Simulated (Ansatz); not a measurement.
Take Ba₃P₂ (space group P-3m1, No. 164; a = 5.4597 Å, c = 6.9493 Å; a hypothetical phase, not in the database extracts checked) as the base.

The values are results of r2SCAN in Ansatz (plane waves to 500 eV, PAW, no SOC), not measurements.

One change was made to it. Results:

The band gap drops by 0.476 eV, from 0.60 eV to 0.13 eV; the volume per atom falls by 5.92 Å³ to 29.96 Å³.

Question: What was done to the base?
A. pressure 30 GPa
B. pressure 9 GPa
C. pressure 22.5 GPa
D. pressure 0.9 GPa

Answer: B, pressure 9 GPa. For comparison, the band gap in the other runs: pressure 0.9 GPa gives 0.52 eV; pressure 30 GPa gives zero; pressure 22.5 GPa gives zero.

The mesh was chosen for an insulator and is coarse for the gapless case. Load acts through the strain it causes; cell and atoms are relaxed under it. No phonon test of stability was made. No other phases were tried under pressure. The final runs are not spin-polarised. A zero or small gap of Ba3P2 under pressure 9 GPa, Ba3P2 under pressure 30 GPa and Ba3P2 under pressure 22.5 GPa can be the functional's error rather than a property of the material.

Ansatz is a program for electronic structure.
